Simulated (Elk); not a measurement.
Band structure of HgSe (F-43m, 2 atoms in the cell).

```yaml
crystal:
  lattice:
    - [0.00000, 2.99106, 2.99106]
    - [2.99106, 0.00000, 2.99106]
    - [2.99106, 2.99106, 0.00000]
  atoms:
    - { symbol: Hg, position: [0.00000, 0.00000, 0.00000] }
    - { symbol: Se, position: [0.25000, 0.25000, 0.25000] }
```

Method: PBE, all-electron FP-LAPW, Elk's shipped species files, LAPW+lo basis (Elk).

Settings: xctype = 20; rgkmax = 8; stype = 3; swidth = 0.000734986 Ha; ngridk = 8 8 8; gmaxvr = 14 1/bohr; nxoapwlo = 1; rmtscf = 0.88.

The starting cell has typed, rounded lattice constants, without a prior relaxation at this level. Its lattice was rescaled by a random factor within 2.5 % of one. Spin-orbit coupling is off. Values depend on the basis (sphere radii, cutoffs, local orbitals), which need not be converged. The run gives no clean gap (levels at the Fermi energy touch, overlap or are partly filled at this smearing), which alone does not show that the compound is a metal.

Levels in eV from the Fermi level, bands 14 to 21:
```csv
point,14,15,16,17,18,19,20,21
Γ,-6.66,-0.90,-0.01,-0.01,-0.01,5.41,5.41,5.41
X,-6.25,-5.36,-2.54,-2.54,2.81,2.88,8.57,10.08
W,-5.96,-5.61,-3.04,-2.63,3.75,5.09,6.12,7.41
K,-6.07,-5.56,-3.17,-2.08,2.95,4.48,8.00,8.27
L,-6.30,-5.89,-1.09,-1.09,1.10,6.22,6.22,7.09
U,-6.07,-5.56,-3.17,-2.08,2.95,4.48,8.00,8.27
```

No band crosses the Fermi level by more than 0.03 eV along this path.
